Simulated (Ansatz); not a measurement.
## Effect of isotropic strain +1.18 % on SnO

Consider SnO in the litharge type structure (space group P4/nmm, No. 129; a = 3.836 Å, c = 4.757 Å; layered, stacked along the Cartesian z axis).

The change: the cell is scaled by 1.0118 in all directions; the atoms relax in the strained cell.

All numbers come from Kohn–Sham DFT with the PBE-D3(BJ) functional, run in Ansatz (a quantum-chemistry and plane-wave program) with PAW and 420 eV plane waves, without spin-orbit coupling, earlier PAW set. Settings: 12×12×10 k-points, 0.05 eV Fermi–Dirac smearing.

The volume per atom goes up by 0.63 Å³, from 17.50 Å³ to 18.13 Å³ and the space group stays P4/nmm (No. 129). The shortest interatomic distance rises by 0.0135 Å (2.241 Å → 2.254 Å) and the energy grows by 3.3 meV/atom. The pressure (mean of the normal stresses, compression positive) goes from zero to -1.6 GPa and the band gap changes from zero to 0.27 eV. The gap character goes from absent to indirect, M–Γ (87 % along) → M.

Final structure:

```xyz
4
Lattice="3.8815 0.0000 0.0000 0.0000 3.8815 0.0000 0.0000 0.0000 4.8135" Properties=species:S:1:pos:R:3 pbc="T T T"
Sn     1.9407     0.0000     1.1465
Sn     0.0000     1.9407     3.6670
O      0.0000     0.0000     0.0000
O      1.9407     1.9407     0.0000
```

No phonon test of stability was made. All final runs are without spin polarisation. A zero or small gap of SnO can be the functional's error rather than a property of the material.
